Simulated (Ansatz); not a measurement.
The starting structures come from a database of crystals and need not be the phases stable at ambient conditions.

 Where the default PAW files enter, the runs use the earlier of Ansatz's two default sets.

Tunnelling through a barrier is set by its complex band structure: the current falls as exp(−2κd) with the smallest κ.

Data:

```
LiTaO3
1.0
    4.74978     0.00000     0.00000
    0.00000    10.20959     0.00000
    0.00000    -2.56486     4.42805
Li Ta O
4 4 12
Cartesian
  0.00000  -1.28243   2.21403
  2.37489   0.00000   0.00000
  2.37489   3.82237   2.21403
  0.00000   5.10480   0.00000
  2.09826   0.49774   3.54722
  2.65152   7.14699   0.88083
  4.47315   5.86456   3.09485
  0.27663   1.78017   1.33320
  3.31786   2.21974   0.57432
  1.43192   5.42500   3.85373
  0.94297   6.70743   1.63971
  3.80681   0.93731   2.78834
  1.00225  -1.22461   3.98117
  3.74753   8.86935   0.44688
  3.37714   7.58692   2.66091
  1.37264   0.05782   1.76715
  1.37264   2.26072   3.04314
  3.37714   5.38401   1.38492
  3.74753   4.10158   3.59894
  1.00225   3.54315   0.82911
```

Space group of this cell: Pnma. The cell is taken as given; by PBEsol its mean pressure is -6.9 GPa.

Transport runs along the normal of the first two printed cell vectors.

The gap is the functional's own. No spin-orbit coupling. Mid-gap values are interpolated on the energy grid.

Task: Estimate the band gap and the smallest decay constant κ at mid-gap that Ansatz (a quantum-chemistry and plane-wave program) with PBEsol returns for this system.

Result: Gap 2.47 eV on a 6×8×8 mesh; κ = 0.329 1/Å, at (0.000, 0.250) of the in-plane reciprocal vectors. At the zone centre, at the nearest computed energy, the slowest state has κ = 0.33 1/Å.
